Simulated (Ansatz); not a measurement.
We consider CaTiO₃ (Pnma, No. 62), described by rVV10 (plane waves, PAW; Ansatz, a program for electronic structure).

Numerical settings: plane-wave cutoff 520 eV, 6×6×6 k mesh, Fermi–Dirac smearing 0.01 eV, no spin polarisation, scalar-relativistic PAW data made under PBE.

Energies at three volumes about the minimum:

| V (Å³/atom) | E − E_lowest (meV/atom) |
|---|---|
| 11.220 | 2.60 |
| 11.449 | 0.00 |
| 11.678 | 2.44 |

**Question.** Fit a parabola by hand: where is the minimum, and what is the bulk modulus?

**Answer.** Slopes: (0.00 − 2.60)/(11.449 − 11.220) = -11.354 and (2.44 − 0.00)/(11.678 − 11.449) = 10.655 meV/Å³. Curvature E″ = 2 × (10.655 − (-11.354))/(11.678 − 11.220) = 96.109 meV/Å⁶. From the middle of the first interval, the slope vanishes at V0 = 11.3345 − (-11.354)/96.109 = 11.453 Å³/atom. B = V0 E″ = 11.453 × 96.109 meV/Å³ × 0.1602 GPa per meV/Å³ = 176 GPa. The full Birch–Murnaghan fit to all volumes gives V0 = 11.449 Å³/atom and B0 = 176 GPa.

Shape and atoms are relaxed at each volume.

Note: the relaxation could not lower the start's symmetry, so the cell can be a saddle point above a distorted one; the bulk modulus comes from volumes at which shape and atoms were relaxed.
